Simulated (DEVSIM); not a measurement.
Device: illuminated Si n-on-p cell, one wavelength, with a back-surface field, at 300 K.

Layer 1 from the left is Si, thickness (μm) 0.140, Nd (cm⁻³) 1.2e19, τn (s) 2.4e-7, τp (s) 8.4e-6, absorption coefficient (cm⁻¹) 2600. Layer 2 from the left is Si, thickness (μm) 120, Na (cm⁻³) 1.2e15, τn (s) 1.4e-5, τp (s) 1.4e-5, absorption coefficient (cm⁻¹) 2600. Layer 3 from the left is Si, thickness (μm) 0.120, Na (cm⁻³) 2.2e18, τn (s) 1.4e-5, τp (s) 1.4e-5, absorption coefficient (cm⁻¹) 2600.

Left contact: ohmic, minority hole recombination velocity 600 cm/s. Right contact: ohmic, minority electron recombination velocity 100 cm/s. Voltage is applied to the left contact. Recombination: SRH at mid-gap, radiative, Auger. Light enters at the left, 1.6e17 photons cm⁻² s⁻¹, one pass, no reflection. Mobility is constant in doping.

This is a model device: material constants are rounded textbook-type values typed into the input, and sizes, dopings and lifetimes were drawn at random. Values at 300 K.

Si: gap (eV) 1.124, affinity (eV) 4.05, permittivity 11.7, Nc (cm⁻³) 2.86e19, Nv (cm⁻³) 3.1e19, μn (cm²/Vs) 1417, μp (cm²/Vs) 470, B (cm³/s) 4.7e-15, Cn (cm⁶/s) 2.8e-31, Cp (cm⁶/s) 9.9e-32.

DEVSIM, 1D drift-diffusion, Boltzmann statistics, complete ionisation; no tunnelling, impact ionisation, image-force lowering or self-heating.

Question: What does the simulation give for the dark forward voltage at 100 A/cm², the short-circuit current, the fill factor?

Answer: dark forward voltage at 100 A/cm² 0.922 V; short-circuit current 25.5 mA/cm²; fill factor 0.80.
